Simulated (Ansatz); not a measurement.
Input and output of a self-consistent single point for MgCdS2 (P1, 4 atoms in the cell) (Ansatz, an electronic-structure program).

Computed with PBEsol, PAW files made with PBE (plane waves; Ansatz).

The change in words: atoms moved at random. Reference geometry:
```xyz
4
Lattice="3.8077 0.0000 0.0000 0.0000 3.8077 0.0000 0.0000 0.0000 5.3857" Properties=species:S:1:pos:R:3 pbc="T T T"
Mg     1.9038     1.9038     2.6928
Cd     0.0000     0.0000     0.0000
S      0.0000     0.0000     2.6928
S      1.9038     1.9038     0.0000
```

Reference input (self-consistent single point, DFT, PBEsol, plane waves, PAW files made with PBE): kpoints.mp_grid.grid = 5 5 3; hamiltonian.xc = pbesol; hamiltonian.pseudopotentials = {kind: paw} (the program's default PAW files); scf.occupations.method = fixed. This run's input differs from it in these lines:

Ansatz 0.2 input:
```diff
@@ -7,6 +7,6 @@
   atoms:
-    - { symbol: Mg, position: [0.500000, 0.500000, 0.500000] }
-    - { symbol: Cd, position: [0.000000, 0.000000, 0.000000] }
-    - { symbol: S, position: [0.000000, 0.000000, 0.500000] }
-    - { symbol: S, position: [0.500000, 0.500000, 0.000000] }
+    - { symbol: Mg, position: [0.515048, 0.499897, 0.500193] }
+    - { symbol: Cd, position: [-0.008276, -0.003485, -0.005666] }
+    - { symbol: S, position: [-0.019861, 0.002558, 0.510133] }
+    - { symbol: S, position: [0.513090, 0.501030, -0.004660] }
 kpoints:
```

Log, with long lists cut:

```
SCF iter   1: F=—  HF=-11869.947003 eV  |F-HF|=—  |Δ(HF+E_count)|=         —  Δρ=3.12e-2  dr2=5.40e-1  ethr=3.10e-3  ⟨swp⟩=5.0  Hψ=3680  notcnv=0  defer=114
all-band conjugate gradients solve this SCF's bands
preconditioner: auto → Resta (q_TF=auto, 2.460 Å⁻¹)
SCF iter   2: F=—  HF=-11869.855232 eV  |F-HF|=—  |Δ(HF+E_count)|=   9.18e-2  Δρ=1.49e-2  dr2=1.32e-1  ethr=1.28e-3  ⟨swp⟩=2.0  Hψ=1784  notcnv=0  defer=114
   [... lines left out ...]
SCF iter   4: F=—  HF=-11869.861987 eV  |F-HF|=—  |Δ(HF+E_count)|=   1.88e-3  Δρ=7.64e-4  dr2=3.74e-4  ethr=2.61e-5  ⟨swp⟩=2.1  Hψ=1551  notcnv=0  defer=114
SCF iter   5: F=—  HF=-11869.862214 eV  |F-HF|=—  |Δ(HF+E_count)|=   2.27e-4  Δρ=2.09e-4  dr2=3.02e-5  ethr=8.92e-7  ⟨swp⟩=2.0  Hψ=1483  notcnv=0  defer=114
SCF iter   6: F=—  HF=-11869.862250 eV  |F-HF|=—  |Δ(HF+E_count)|=   3.59e-5  Δρ=3.49e-5  dr2=8.94e-7  ethr=7.18e-8  ⟨swp⟩=2.2  Hψ=1584  notcnv=0  defer=101
SCF iter   7: F=-11869.862250 eV  HF=-11869.862250 eV  |F-HF|=1.33e-9  |Δ(HF+E_count)|=   3.68e-7  Δρ=6.91e-6  dr2=4.11e-8  ethr=2.38e-10  ⟨swp⟩=11.5  Hψ=6083  notcnv=0
SCF 1 converged in 7 iterations: F = -11869.862250 eV  dr2 = 4.11e-8
Free energy (F): -11869.862250 eV
Internal energy: -11869.862250 eV  (E = F + TS)
E sigma→0 (E₀):  -11869.862250 eV
Fermi energy:    7.919976 eV
--- Forces (eV/Å), atoms counted from 1 ---
  atom   1  Mg    -0.18507330     0.01231882    -0.04073011
  atom   2  Cd     0.22658253     0.03938508     0.24337887
  atom   3  S      0.29588382    -0.01522858    -0.43898185
  atom   4  S     -0.33737877    -0.03647779     0.23632963
--- Stress (GPa, compression-positive) ---
       -2.638809       0.027468      -0.109134
        0.027468      -2.485291      -0.012658
       -0.109134      -0.012658      -2.622019
  P = ⅓ Tr σ = -2.5820 GPa (-25.820 kbar)
  The stress holds the Pulay correction. Without it, at fixed plane waves, as pw.x and ABINIT print it: P = -2.6044 GPa
```

The run converged in 7 iterations. Against the reference run the free energy goes up by 11.7 meV/atom, the pressure goes from -3.12 to -2.58 GPa, the largest force goes from 0.000 to 0.530 eV/Å and the gap on the mesh goes from 0.716 to 0.773 eV.

The starting cell comes from a database of computed structures (which also holds hypothetical and non-ambient phases and stackings), without a prior relaxation at this level. For this run, on top of that: atoms moved at random. Ansatz's pressure includes its estimate of the finite-basis (Pulay) stress.
